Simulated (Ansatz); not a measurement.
## Response to strain in Ag

The reference is Ag in the fcc (Cu type) structure (space group Fm-3m, No. 225; a = 4.104 Å; relaxed with 0.1 eV smearing). Axes: x, y, z lie along the cube axes.

Strains are applied to the cell and any free atomic positions relax.

Computed with r2SCAN/PAW in Ansatz (a quantum-chemistry and plane-wave program), no SOC.

Notes on the quantities. pressure: mean of the normal stresses, compression positive.

| case | pressure | volume per atom |
|---|---|---|
| base | 0.0 GPa | 17.28 Å³ |
| uniaxial strain ε_zz = −3.00 % | 3.5 GPa | 16.77 Å³ |
| uniaxial strain ε_zz = −2.50 % | 2.8 GPa | 16.85 Å³ |
| uniaxial strain ε_zz = −2.00 % | 2.2 GPa | 16.94 Å³ |
| uniaxial strain ε_zz = −1.50 % | 1.6 GPa | 17.03 Å³ |
| uniaxial strain ε_zz = −1.00 % | 1.1 GPa | 17.11 Å³ |
| uniaxial strain ε_zz = −0.50 % | … | 17.20 Å³ |

Q: Some entries are withheld; estimate them.

A: 
- uniaxial strain ε_zz = −0.50 %, pressure: 0.5 GPa

No phonon test of stability was made.
